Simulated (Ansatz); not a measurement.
BP under load (space group F-43m), Ansatz (a first-principles code) with PBE with spin-orbit coupling, rigid bands. Condition of this run: hydrostatic pressure of 8 GPa (compression positive) (the target of the relaxation). Band gap 1.14 eV, N_c = 4.32e19 cm⁻³ and N_v = 2.59e19 cm⁻³ at 300 K, conductivity masses of 0.339 mₑ (electrons) and 0.431 mₑ (holes). Take k_BT = 0.02585 eV.

What thermal injection velocity √(2k_BT/πm) limits a ballistic channel?

9.24e6 cm/s for electrons and 8.20e6 cm/s for holes, a ratio of √(m_h/m_e) = 1.13, for dilute carriers.

A film of it is 3 nm thick. Estimate the confinement energies in an infinite well.

ħ²π²/(2m t²) = 0.376 eV·nm²/(m/mₑ × t²) gives 123 meV for electrons and 96.9 meV for holes, so the gap would widen to about 1.36 eV. Finite barriers and nonparabolic bands lower this, and with several valleys or bands the heaviest mass along the normal sets the lowest level, not this average.

Find the intrinsic carrier density and the intrinsic Fermi level.

n_i = √(N_c N_v) exp(−E_g/2k_BT) = 3.34e19 × exp(−22.05) = 8.9e9 cm⁻³. The level lies (k_BT/2) ln(N_v/N_c) = -7 meV from mid-gap (positive towards the conduction band). Each 0.1 eV added to the gap lowers n_i by a factor of 6.9.

Rigid bands with the computed gap; masses take one relaxation time for all states. Geometry: cell and atoms relaxed with PBEsol.
